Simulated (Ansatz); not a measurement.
# Ru: energy against strain

Ru (hcp, P6_3/mmc, 13.093 Å³/atom at rest, c along z) under a strain ε along a direction in the basal plane (axis x), the other axes held. LDA in Ansatz, a plane-wave DFT program (PAW, default set), 420 eV, 25×25×14 Γ-centred mesh, Fermi-Dirac smearing 0.10 eV; ions are relaxed within the symmetry of each cell.

Here s stands for strain and y for E less E0.

| strain (%) | E less E0 (meV/atom) |
|---|---|
| -1.50 | 6.06 |
| -1.00 | 2.59 |
| -0.50 | 0.59 |
| 0.00 | 0.00 |
| 0.50 | 0.75 |
| 1.00 | 2.79 |
| 1.50 | 6.06 |
| 3.00 | ? |

The 7 complete rows are fitted with a parabola, y against s. Least squares gives y = -0.003 + 0.0400·s + 2.6943·s². Residuals (row less fit): 0.061, -0.061, -0.061, 0.003, 0.059, 0.059, -0.059; standard error 0.074 (degrees of freedom: 4). Twice the quadratic coefficient over the volume, 2 × 2.6943 meV × 10⁴ × 0.1602 / 13.093 Å³, is the elastic constant C11 = 659 ± 8 GPa.

Question: What does the fit predict for y at s = 3.00, and how far is the calculated value from it?

Answer: y = -0.003 + 0.0400 × 3.0 + 2.6943 × 3.0² = 24.366 meV/atom. The calculation gives 22.64 meV/atom, 1.726 meV/atom below the prediction (7.6 % of the range of y in the table). The row lies outside the fitted rows, so this is an extrapolation. From the scatter of the fitted rows alone, a prediction at this place has a standard error of 0.281 meV/atom, so the miss is 6.1 times that.

One order more, fitted to all 13 runs of the series, follows each within 0.01, so the miss is the next term of a smooth law. In a metal these values are sensitive to mesh and smearing; energies are taken to zero smearing, stresses follow the free energy. Rows are the converged runs of the series near zero and its far end; series whose fitted rows scatter by over a few per cent of the range, as at a crossing or softening among them, aren't shown in this form. Most that stay on the fit to the last digits aren't either.
